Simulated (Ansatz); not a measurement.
Consider LiCl in the rock salt structure (space group Fm-3m, No. 225; a = 5.064 Å).

The values are results of PBEsol/PAW in Ansatz (a first-principles code), no spin-orbit coupling, not measurements.

For the base:

- Gap character: direct at Γ
- Smallest direct gap: 6.35 eV

Modification: the cell is scaled by 0.9800 in all directions; the atoms relax in the strained cell.

Q: How does this affect the gap character?

A: The gap character becomes indirect, Γ → L (base: direct at Γ).

Q: Predict the new smallest direct gap.

A: The smallest direct gap rises by 0.38 eV, from 6.35 eV to 6.73 eV.

Gaps are Kohn–Sham eigenvalue differences; semilocal functionals usually give less than the measured gap. Whether these cells are dynamically stable was not tested.
